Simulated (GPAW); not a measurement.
Band structure of CdCo3N (Pm-3m, 5 atoms in the cell).

```yaml
crystal:
  lattice:
    - [3.85504, 0.00000, 0.00000]
    - [0.00000, 3.85504, 0.00000]
    - [0.00000, 0.00000, 3.85504]
  atoms:
    - { symbol: Cd, position: [0.00000, 0.00000, 0.00000] }
    - { symbol: Co, position: [0.50000, 0.50000, 0.00000], spin: 3.0 }
    - { symbol: Co, position: [0.00000, 0.50000, 0.50000], spin: 3.0 }
    - { symbol: Co, position: [0.50000, 0.00000, 0.50000], spin: 3.0 }
    - { symbol: N, position: [0.50000, 0.50000, 0.50000] }
```
(The spins are starting values, not results.)

Level of theory: PBEsol, GPAW PAW datasets PBEsol (made by gpaw-setup) (plane waves; GPAW).

Settings: spinpol = true; mode = pw; ecut = 950 eV; xc = PBEsol; kpts = 6 6 6; mesh shift (steps) = 0 0 0; occupations.name = methfessel-paxton; occupations.width = 0.136 eV; occupations.order = 0; nbands = -9; convergence.density = 1e-05 e/electron; convergence.energy = 1e-05 eV/electron; symmetry.symmorphic = false; symmetry.tolerance = 0.0005.

The starting cell comes from a database of computed structures (which also holds hypothetical and non-ambient phases and stackings), without a prior relaxation at this level. The magnetic order is the one reached from the typed start; others were not searched systematically.

Levels in eV from the Fermi level, bands 21 to 28 of the first spin channel:
```
point     21     22     23     24     25    26    27    28
-----  -----  -----  -----  -----  -----  ----  ----  ----
Γ      -0.89  -0.89  -0.89  -0.61   1.52  3.78  3.78  3.78
X      -1.17  -0.89  -0.77  -0.77   1.68  2.48  5.31  5.31
M      -1.03  -0.31  -0.31  -0.15  -0.10  4.03  4.03  4.14
R      -0.91  -0.84  -0.84  -0.84   1.08  1.08  1.08  3.24
```

Bands cross the Fermi level along this path, so the cell is metallic at this level.

The net moment of the cell came out as 3.31 μB.
